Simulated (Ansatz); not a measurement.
The reference is TiTe2 in the CdI2 type structure (space group P-3m1, No. 164; a = 3.697 Å, c = 6.384 Å; layered, stacked along the Cartesian z axis).

Method: PBE-D3(BJ) in Ansatz (plane waves to 420 eV, PAW, no spin-orbit coupling).

Before the change:

| Property | Result |
|---|---|
| Volume per atom | 25.19 Å³ |

One thing is altered: a negative pressure, −2 GPa.

What happens to the volume per atom?

The volume per atom rises by 1.69 Å³ (25.19 Å³ → 26.88 Å³).

Load acts through the strain it causes; cell and atoms are relaxed under it. Stability against distortions was not tested. The final runs are not spin-polarised.

Ansatz is a first-principles code.
